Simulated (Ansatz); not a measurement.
The parent structure is Sn in the diamond structure (space group Fd-3m, No. 227; a = 6.540 Å). Axes: x, y, z lie along the cube axes.

All numbers come from plane-wave PAW DFT at the PBEsol level (Ansatz, a program for electronic structure, 420 eV), no spin-orbit coupling.

Free-standing slabs (2 atom(s) a layer) normal to [110] with 15 Å of vacuum; in-plane cell held at bulk.

One change was made to it. Results:

```json
[
 {"quantity": "shortest interatomic distance", "base": "2.832 Å", "after": "2.821 Å"},
 {"quantity": "excess energy per area of both faces (slab less bulk energy over the cell's area: twice a surface energy) (uncertain by up to 0.07 J/m²)", "base": "–", "after": "1.8 J/m²"}
]
```

Problem. Which change produced these results?
A) 3 layers
B) 2 layers
C) 7 layers

Solution. C, 7 layers. For comparison, the shortest interatomic distance in the other runs: 3 layers gives 2.800 Å; 2 layers gives 2.774 Å.

Slab and bulk use different k-meshes, which limits the precision of the excess energy. Whether these cells are dynamically stable was not tested.
